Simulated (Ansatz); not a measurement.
TaS2 (CdI2 type, P-3m1); conventional cell a = 3.1679 Å, b = 3.1679 Å, c = 5.2589 Å, α = 90.00°, β = 90.00°, γ = 120.00°.

The cell was generated from a structure type, relaxed within its symmetry, and need not be the phase found at ambient conditions. The run noted for some of its cells that some bands missed the eigensolver's tolerance. Spin-orbit coupling is not included. The pressure is 15 GPa. The structure is held there; whether it is the stable one at that pressure was not tested.

Q: By how much do the lattice constants and the volume change from 300 K to 500 K (quasi-harmonic approximation, DFT at the LDA level (Ansatz, a quantum-chemistry and plane-wave program)), and how far does the bulk modulus soften?

A: a by 0.21 %, c by 0.08 %, the volume by 0.50 %; B_T goes from 135 to 131 GPa. No phase change or melting is allowed for: the numbers belong to this structure as given.

The PAW data sets were generated under PBE and serve the other functionals too.
